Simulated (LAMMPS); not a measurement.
Surface tension of the liquid across the composition of Cu (fcc) with a share x of Cu sites Au; each row has its own temperature.

Computed with classical MD, pair style eam, the elements' _u3.eam files (universal-3 set of Foiles, Baskes and Daw); code LAMMPS.

| x | surface tension | T (K) |
|---|---|---|
| 0.25 | 0.74 ± 0.02 N/m | 1620 |
| 0.5 | 0.67 ± 0.03 N/m | 1620 |
| 0.75 | 0.56 ± 0.02 N/m | 1610 |

The ± values are statistical; the model's systematic error is not in them.
